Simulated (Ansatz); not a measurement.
The parent structure is LiF in the rock salt structure (space group Fm-3m, No. 225).

```yaml
crystal:
  lattice:
    - [0.00000, 2.00387, 2.00387]
    - [2.00387, 0.00000, 2.00387]
    - [2.00387, 2.00387, 0.00000]
  atoms:
    - { symbol: Li, position: [0.00000, 0.00000, 0.00000] }
    - { symbol: F, position: [0.50000, 0.50000, 0.50000] }
```

All numbers come from DFT with PBEsol, PAW potentials and a 420 eV plane-wave cutoff in Ansatz (a program for electronic structure), no spin-orbit coupling.

For the base:

```
Quantity                        Value
----------------------------  -------
Gap between the host's bands  9.05 eV
```

It is then changed as follows: hole doping at 1.0×10^21 cm⁻³ (0.0161 per cell), with a uniform compensating background at fixed cell and a 300 K Fermi–Dirac width.

Q: Estimate the effect on the Fermi level from band edge.

A: The Fermi level relative to the doped band's edge (positive inside the band; to 0.05 eV) amounts to 0.00 eV.

Q: What does the calculation give for the gap between the host's bands after the change?

A: The gap between the host's bands increases by 0.05 eV, from 9.05 eV to 9.10 eV.

Carriers are added with a uniform compensating background; total energy and stress of such cells depend on the potential's zero and are not compared; many-body gap narrowing is missing at this level. No phonon test of stability was made.
